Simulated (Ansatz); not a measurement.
## A computed series for SnSe2: response to strain

Take SnSe2 in the CdI2 type structure (space group P-3m1, No. 164; a = 3.826 Å, c = 6.231 Å; layered, stacked along the Cartesian z axis) as the base. Axes: x lies along a and z along c of the hexagonal cell.

Strains are applied to the cell and any free atomic positions relax; under biaxial strain the out-of-plane vector relaxes too; under stress the whole cell relaxes.

Level of theory: Kohn–Sham DFT with the r2SCAN+rVV10 functional, run in Ansatz (a quantum-chemistry and plane-wave program) with PAW and 500 eV plane waves, no SOC.

| variant | band gap | gap character | volume per atom | smallest direct gap |
|---|---|---|---|---|
| base | 0.94 eV | indirect, K–Γ (71 % along) → k = (0, -1/2, 1/3) in the run's primitive reciprocal basis | 26.33 Å³ | 1.49 eV |
| biaxial strain +1.02 %, plane normal [001], relaxed out of plane | 0.86 eV | indirect, K–Γ (79 % along) → L–M (33 % along) | 26.61 Å³ | 1.24 eV |
| biaxial strain +1.53 %, plane normal [001], relaxed out of plane | 0.82 eV | indirect, K–Γ (79 % along) → k = (0, 0.400, -1/3) in the run's primitive reciprocal basis | 26.75 Å³ | 1.11 eV |
| biaxial strain +3.73 %, plane normal [001], relaxed out of plane | 0.51 eV | indirect, K–Γ (86 % along) → Γ | 27.19 Å³ | 0.52 eV |
| isotropic strain +5.02 % | 0.84 eV | direct at Γ | 30.50 Å³ | – |
| uniaxial strain ε_xx = +2.95 % | 0.75 eV | indirect, Γ–C (21 % along) → k = (0, -1/2, 1/3) in the run's primitive reciprocal basis | 27.10 Å³ | 1.21 eV |
| uniaxial stress, 0.5 GPa compression along x | 0.92 eV | indirect, Γ–M₂ (29 % along) → k = (-1/2, 0, 1/3) in the run's primitive reciprocal basis | 26.28 Å³ | 1.50 eV |
| uniaxial stress, 0.5 GPa compression along z | 0.85 eV | indirect, K–Γ (79 % along) → k = (0, 0.400, 1/3) in the run's primitive reciprocal basis | 25.96 Å³ | 1.36 eV |
| tensor shear ε_xy = +1.12 % | 0.82 eV | indirect, Γ–V₂ (29 % along) → k = (-1/2, -1/2, 1/3) in the run's primitive reciprocal basis | 26.32 Å³ | 1.50 eV |
| uniaxial stress, 2 GPa compression along x | 0.80 eV | indirect, Γ–M₂ (29 % along) → k = (-1/2, 0, 1/3) in the run's primitive reciprocal basis | 26.12 Å³ | 1.47 eV |

Stability under load was not tested beyond the relaxation. k-point labels follow each cell's own Brillouin zone.
